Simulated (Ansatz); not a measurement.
# Rh: response to strain

Base system: Rh in the fcc (Cu type) structure (space group Fm-3m, No. 225).

```yaml
crystal:
  lattice:
    - [0.00000, 1.90000, 1.90000]
    - [1.90000, 0.00000, 1.90000]
    - [1.90000, 1.90000, 0.00000]
  atoms:
    - { symbol: Rh, position: [0.00000, 0.00000, 0.00000] }
```

Cartesian axes are those of the cell as printed.

Strains are applied to the cell and any free atomic positions relax; under biaxial strain the out-of-plane vector relaxes too; under stress the whole cell relaxes.

The values are results of Ansatz (a first-principles code) r2SCAN, no spin-orbit coupling, not measurements.

Candidates:
(a) biaxial strain −0.38 %, plane normal [111], relaxed out of plane
(b) biaxial strain +1.14 %, plane normal [001], relaxed out of plane
(c) biaxial strain +0.69 %, plane normal [001], relaxed out of plane
(d) uniaxial stress, 0.5 GPa compression along z

Notes on the quantities. energy relative to the base: free energy F.

**Question.** Order them by energy relative to the base, lowest first.

**Answer.** (d) uniaxial stress, 0.5 GPa compression along z (0.0 meV/atom), (a) biaxial strain −0.38 %, plane normal [111], relaxed out of plane (+0.8 meV/atom), (c) biaxial strain +0.69 %, plane normal [001], relaxed out of plane (+1.9 meV/atom), (b) biaxial strain +1.14 %, plane normal [001], relaxed out of plane (+5.1 meV/atom)

Without a gap, meshes like the base's 21×21×21 leave anisotropic stresses uncertain by several tenths of a GPa, and small strain energies with them. Stability under load was not tested beyond the relaxation. The final runs are not spin-polarised.
